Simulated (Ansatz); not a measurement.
Levels about the gap of amorphous silicon oxynitride (Si45O18N48) (111 atoms in a cell of 1415 Å³, 2.61 g/cm³; zone centre alone, so wide bands show as single levels with stretches between that a denser mesh fills), at the geometry that PBE relaxed, where it gives 0.0 GPa on a denser mesh. The participation number counts the atoms over which a state spreads; weights are charges in smoothed Voronoi cells. The levels come from a single point, so bond lengths are those of that geometry. Method of the levels: PBE, scalar-relativistic without spin-orbit coupling (Ansatz, a program for electronic structure). Sampling: the zone centre alone; Fermi-Dirac width 0.02 eV; no spin polarisation. At PBE the levels at both edges of the gap are localised (band-tail or defect states), and the nearest spread-out levels lie 2.8 eV apart at the zone centre.

The cell was made by melting and quenching with the CHGNet potential and then relaxed with DFT. O and N atoms were pushed apart under 1.9 Å during the dynamics, to hinder bonds among them. The hot cell started wider than the set density and was brought back towards it in steps. It is the lowest in DFT energy of 2 quenches. It is a model cell: composition and starting density were chosen by hand, and all elements were melted together. No dispersion term was used. Its density started from a set value of 2.60 and ended at 2.61 g/cm³. The quench (nominally 130 K/ps over its main leg) was far faster than any real one, so the model tends to hold more defects than a real film. A cell of this size samples the disorder only roughly. Volume and shape were free in the relaxation.

```tsv
E - E(highest filled), eV	filling	participation number	largest on	weight N	weight Si	weight O
-0.94	filled	13.9	N, 2 neighbours	0.81	0.12	0.07
-0.80	filled	17.7	N, 3 neighbours	0.85	0.10	0.04
-0.75	filled	20.5	N, 2 neighbours	0.85	0.11	0.05
-0.69	filled	9.2	N, 2 neighbours	0.86	0.10	0.04
-0.34	filled	4.7	N, 2 neighbours	0.84	0.12	0.04
-0.20	filled	4.1	N, 2 neighbours	0.83	0.12	0.05
0.00	filled	3.8	N, 2 neighbours	0.85	0.12	0.03
1.26	empty	3.8	Si, 3 neighbours	0.25	0.59	0.16
2.02	empty	19.4	Si, 4 neighbours	0.37	0.52	0.11
2.56	empty	22.3	Si, 4 neighbours	0.35	0.53	0.12
2.74	empty	27.5	Si, 3 neighbours	0.34	0.56	0.10
2.80	empty	23.6	Si, 4 neighbours	0.34	0.55	0.10
3.04	empty	27.1	Si, 4 neighbours	0.37	0.56	0.07
3.15	empty	23.8	Si, 3 neighbours	0.39	0.54	0.07
```

Most localised among these is the filled level at +0.00 eV, on a N atom, which has 2 neighbours (Si 1.64 Å, Si 1.68 Å).
